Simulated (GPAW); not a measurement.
## Input and output of a self-consistent single point for ZnS (P6_3mc, 8 atoms in the cell) (GPAW)

Method of the run: PBE, GPAW PAW datasets PBE (gpaw-data 1.0.1) (plane waves; GPAW).

Input as run:

```python
from ase import Atoms
from ase.units import GPa
from gpaw import GPAW

atoms = Atoms(['Zn', 'Zn', 'Zn', 'Zn', 'S', 'S', 'S', 'S'],
              cell=[[3.721725, 0.000000, 0.000000],
                    [-1.860863, 3.223108, 0.000000],
                    [0.000000, 0.000000, 12.167435]],
              scaled_positions=[[0.666667, 0.333333, 0.749930],
                                [0.333333, 0.666667, 0.249930],
                                [0.000000, 0.000000, 0.500000],
                                [0.000000, 0.000000, 0.000000],
                                [0.666667, 0.333333, 0.937730],
                                [0.333333, 0.666667, 0.437730],
                                [0.000000, 0.000000, 0.687340],
                                [0.000000, 0.000000, 0.187340]],
              pbc=True)

calc = GPAW(mode={'name': 'pw', 'ecut': 850},
            xc='PBE',
            kpts={'size': (8, 8, 3), 'gamma': True},
            occupations={'name': 'fermi-dirac', 'width': 0.02},
            nbands=-4,
            convergence={'bands': -2},
            symmetry={'symmorphic': False, 'tolerance': 0.0005},
            maxiter=100,
            txt='-')

atoms.calc = calc

energy = atoms.get_potential_energy()
print('Energy (eV):', round(energy, 6))
forces = atoms.get_forces()
print('Forces (eV/Ang):')
print(forces.round(5))
stress = atoms.get_stress()
print('Stress (GPa, Voigt):', (stress / GPa).round(4))
```

Output (repeated stretches shortened):

```
Input parameters:
  convergence: {bands: -2}
  kpts: {gamma: True,
         size: (8, 8, 3)}
  maxiter: 100
  mode: {ecut: 850,
         name: pw}
  nbands: -4
  occupations: {name: fermi-dirac,
                width: 0.02}
  symmetry: {symmorphic: False,
             tolerance: 0.0005}
  xc: PBE

species:
  Zn:
    name: Zinc
    Z: 30.0
    valence: 12
    core: 18
    charge: 0.0
    file: Zn.PBE.gz

    # Using partial waves for Zn as LCAO basis

  S:
    name: Sulfur
    Z: 16.0
    valence: 6
    core: 10
    charge: 0.0
    file: S.PBE.gz

    # Using partial waves for S as LCAO basis

Reference energy: -238875.786202  # eV

Spin-paired calculation

Convergence criteria:
 Maximum [total energy] change in last 3 cyles: 0.0005 eV / valence electron
 Maximum integral of absolute [dens]ity change: 0.0001 electrons / valence electron
 Maximum integral of absolute [eigenst]ate change: 4e-08 eV^2 / valence electron
 Maximum number of scf [iter]ations: 100

Symmetries present (total): 12
Symmetries with fractional translations: 6
192 k-points: 8 x 8 x 3 Monkhorst-Pack grid + [1/16,1/16,0.000000]
20 k-points in the irreducible part of the Brillouin zone
       k-points in crystal coordinates                weights
   0:     0.00000000    0.00000000    0.00000000          1/192
   1:     0.00000000    0.00000000    0.33333333          2/192
   2:     0.12500000    0.00000000    0.00000000          6/192
   [... 7 lines left out ...]
          ...
  19:     0.50000000    0.50000000    0.33333333          6/192

Wave functions: Plane wave expansion
  Cutoff energy: 850.000 eV
  Number of coefficients (min, max): 8139, 8242
  Pulay-stress correction: 0.000000 eV/Ang^3 (de/decut=0.000000)

Occupation numbers: Fermi-Dirac:
  width: 0.0200  # eV

Eigensolver

Densities:
  Coarse grid: 27*27*84 grid
  Fine grid: 54*54*168 grid
  Total Charge: 0.000000

Density mixing:
  Method: separate
  Backend: pulay
  Linear mixing parameter: 0.05
  old densities: 5
  Damping of long wavelength oscillations: 50

Hamiltonian:
  XC and Coulomb potentials evaluated on a 54*54*168 grid
  External potential:
    NoExternalPotential

XC parameters: PBE with 2 nearest neighbor stencil

Number of atoms: 8
Number of atomic orbitals: 52
Number of bands in calculation: 40
Number of valence electrons: 72
Bands to converge: 38

Density initialized from atomic densities
  40 bands from LCAO basis set

Atomic positions and initial magnetic moments

Positions:
   0 Zn     1.860864    1.074368    9.124725    ( 0.0000,  0.0000,  0.0000)
   1 Zn    -0.000002    2.148740    3.041007    ( 0.0000,  0.0000,  0.0000)
   2 Zn     0.000000    0.000000    6.083717    ( 0.0000,  0.0000,  0.0000)
   3 Zn     0.000000    0.000000    0.000000    ( 0.0000,  0.0000,  0.0000)
   4 S      1.860864    1.074368   11.409769    ( 0.0000,  0.0000,  0.0000)
   5 S     -0.000002    2.148740    5.326051    ( 0.0000,  0.0000,  0.0000)
   6 S      0.000000    0.000000    8.363165    ( 0.0000,  0.0000,  0.0000)
   7 S      0.000000    0.000000    2.279447    ( 0.0000,  0.0000,  0.0000)

Unit cell:
           periodic     x           y           z      points  spacing
  1. axis:    yes    3.721725    0.000000    0.000000    27     0.1194
  2. axis:    yes   -1.860863    3.223108    0.000000    27     0.1194
  3. axis:    yes    0.000000    0.000000   12.167435    84     0.1449

  Lengths:   3.721725   3.721725  12.167435
  Angles:   90.000000  90.000000 120.000010

Effective grid spacing dv^(1/3) = 0.1336

     iter     time        total  log10-change:
                         energy   eigst   dens
iter:   1 --:--:--   -27.581790   +0.80
iter:   2 --:--:--   -27.950490   +0.46  -1.18
iter:   3 --:--:--   -27.441750   -0.08  -1.21
iter:   4 --:--:--   -27.319413   -0.92  -1.39
iter:   5 --:--:--   -27.616712   -1.32  -1.62
iter:   6 --:--:--   -27.338691   -1.21  -1.61
iter:   7 --:--:--   -27.342185   -1.87  -2.35
iter:   8 --:--:--   -27.328443c  -2.19  -2.45
iter:   9 --:--:--   -27.348091c  -2.24  -2.65
iter:  10 --:--:--   -27.382675   -2.48  -2.23
iter:  11 --:--:--   -27.327222   -2.48  -2.05
iter:  12 --:--:--   -27.327808   -2.97  -3.14
iter:  13 --:--:--   -27.327897c  -3.25  -3.16
iter:  14 --:--:--   -27.328096c  -3.34  -3.18
iter:  15 --:--:--   -27.328049c  -3.63  -3.28
iter:  16 --:--:--   -27.328025c  -3.83  -3.37
iter:  17 --:--:--   -27.328051c  -4.12  -3.53
iter:  18 --:--:--   -27.328027c  -4.00  -3.66
iter:  19 --:--:--   -27.328026c  -4.48  -4.07c
iter:  20 --:--:--   -27.328025c  -4.44  -4.30c
iter:  21 --:--:--   -27.328025c  -4.54  -4.38c
iter:  22 --:--:--   -27.328025c  -4.94  -4.44c
iter:  23 --:--:--   -27.328025c  -4.90  -4.51c
iter:  24 --:--:--   -27.328024c  -5.16  -4.54c
   [... 10 lines left out ...]
iter:  35 --:--:--   -27.328025c  -6.60  -5.76c
iter:  36 --:--:--   -27.328025c  -6.73  -5.82c
iter:  37 --:--:--   -27.328025c  -6.95  -5.76c
iter:  38 --:--:--   -27.328025c  -7.11  -5.70c
iter:  39 --:--:--   -27.328025c  -7.35  -5.81c
iter:  40 --:--:--   -27.328025c  -7.58c -5.87c

Converged after 40 iterations.

Dipole moment: (0.000000, -0.000000, 7.230971) |e|*Ang

Energy contributions relative to reference atoms: (reference = -238875.786202)

Kinetic:        +61.860758
Potential:      -50.829853
External:        +0.000000
XC:             -38.622138
Entropy (-ST):   -0.000000
Local:           +0.263208
SIC:             +0.000000
--------------------------
Free energy:    -27.328025
Extrapolated:   -27.328025

Showing only first 2 kpts
 Kpt  Band  Eigenvalues  Occupancy
  0    34      4.65526    2.00000
  0    35      4.65527    2.00000
  0    36      7.14823    0.00000
  0    37      7.97436    0.00000

  1    34      4.57848    2.00000
  1    35      4.57849    2.00000
  1    36      7.62961    0.00000
  1    37      8.03444    0.00000

Fermi level: 5.47886

Gap: 2.493 eV
Transition (v -> c):
  (s=0, k=0, n=35, [0.00, 0.00, 0.00]) -> (s=0, k=0, n=36, [0.00, 0.00, 0.00])
No difference between direct/indirect transitions
Energy (eV): -27.328025

Forces in eV/Ang:
  0 Zn   -0.00000   -0.00000    0.01851
  1 Zn   -0.00000    0.00000    0.01851
  2 Zn    0.00000    0.00000    0.01956
  3 Zn   -0.00000    0.00000    0.01956
  4 S     0.00000   -0.00000   -0.02209
  5 S     0.00000    0.00000   -0.02209
  6 S     0.00000    0.00000   -0.01610
  7 S    -0.00000   -0.00000   -0.01610

Stress tensor:
    -0.054864    -0.000000    -0.000000
    -0.000000    -0.054864     0.000000
    -0.000000     0.000000    -0.055614
Stress (GPa, Voigt): [-8.7902 -8.7902 -8.9103  0.     -0.     -0.    ]
```

The run converged in 40 iterations. GPAW prints stress with tension positive.

The starting cell comes from a database of computed structures (which also holds hypothetical and non-ambient phases and stackings), without a prior relaxation at this level. Its lattice was rescaled by a random factor within 2.5 % of one. With a pressure of about 9 GPa the cell is away from its equilibrium volume at this level.

Cost on one core of a shared machine: roughly 7 min.
